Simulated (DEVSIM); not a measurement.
# Schottky contact on n-type CdTe

Structure: Schottky contact on n-type CdTe, at 300 K.

```csv
layer (left to right),material,thickness (μm),Nd (cm⁻³),τn (s),τp (s)
1,CdTe,4.00,8.7e15,4.2e-10,4.2e-10
```

Left contact: Schottky, work function 4.94 eV, emission velocity 7.9e6 cm/s. Right contact: ohmic. Voltage is applied to the left contact. Recombination: SRH at mid-gap, Auger. Mobility is constant in doping.

Constants are typed, rounded textbook-type inputs, not results; the design itself was drawn at random and stands for no fabricated device. Values at 300 K.

```
parameter        CdTe
-------------  ------
gap (eV)          1.5
affinity (eV)    4.28
permittivity     10.2
Nc (cm⁻³)        8e17
Nv (cm⁻³)      1.8e19
μn (cm²/Vs)      1000
μp (cm²/Vs)        80
Cn (cm⁶/s)      1e-30
Cp (cm⁶/s)      1e-30
```

Simulated with DEVSIM: 1D drift-diffusion, Boltzmann statistics, complete ionisation; no tunnelling, impact ionisation, image-force lowering or self-heating. Metal contacts follow the ideal Schottky-Mott rule: no Fermi-level pinning, no interface dipoles.

```yaml
potential_step_across_the_device_at_zero_bias: 0.543 V
largest_field_in_the_device_at_zero_bias: 40000 V/cm
Dark forward voltage at 1 A/cm²: 0.310 V
Dark forward voltage at 100 A/cm²: 0.464 V
```

Dark forward current:

(V (V), J (A/cm²)): (0.05, 4.0e-5); (0.15, 0.0022); (0.20, 0.015); (0.30, 0.68); (0.35, 4.3); (0.45, 80); (0.55, 300); (0.60, 440); (0.70, 740); (0.80, 1100); (0.85, 1200); (0.95, 1500); (1.00, 1700); (1.10, 2000)

Small-signal capacitance in reverse bias (quasi-static):

```json
[
 {"V (V)": "-0.1", "C (nF/cm²)": "31.9"},
 {"V (V)": "-0.25", "C (nF/cm²)": "28.6"},
 {"V (V)": "-0.5", "C (nF/cm²)": "24.9"},
 {"V (V)": "-0.75", "C (nF/cm²)": "22.3"},
 {"V (V)": "-1", "C (nF/cm²)": "20.4"},
 {"V (V)": "-1.5", "C (nF/cm²)": "17.7"},
 {"V (V)": "-2", "C (nF/cm²)": "15.8"},
 {"V (V)": "-2.5", "C (nF/cm²)": "14.4"},
 {"V (V)": "-3.25", "C (nF/cm²)": "12.9"},
 {"V (V)": "-4", "C (nF/cm²)": "11.8"},
 {"V (V)": "-5", "C (nF/cm²)": "10.7"}
]
```
